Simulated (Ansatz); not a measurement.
Results of PBEsol in Ansatz (PAW) for zinc-blende BeS.

Numerical settings: plane-wave cutoff 520 eV, 12×12×12 k mesh, scalar-relativistic PAW data made under PBE.

Computed at the level's own relaxed cell.

Elastic tensor (GPa, Voigt notation, ions relaxed):

```
  160.5    65.5    65.5     0.0     0.0     0.0
   65.5   160.5    65.5     0.0     0.0     0.0
   65.5    65.5   160.5     0.0     0.0     0.0
    0.0     0.0     0.0    83.0     0.0     0.0
    0.0     0.0     0.0     0.0    83.0     0.0
    0.0     0.0     0.0     0.0     0.0    83.0
```

Work out the Voigt, Reuss and Hill averages of the bulk and shear moduli, Young's modulus and Poisson's ratio from the printed constants.

K_V = [C11 + C22 + C33 + 2(C12 + C13 + C23)]/9 = [481.5 + 2 × 196.5]/9 = 97.2 GPa. G_V = [481.5 − 196.5 + 3 × 249.0]/15 = 68.8 GPa. From the compliances S = C⁻¹, K_R = 97.2 and G_R = 63.9 GPa. Hill means: K = 97.2, G = 66.3 GPa. E = 9KG/(3K + G) = 162 GPa, ν = (3K − 2G)/(6K + 2G) = 0.22, K/G = 1.47.

The computed numbers hold no vibrational or temperature effects.

Ansatz is an electronic-structure program.
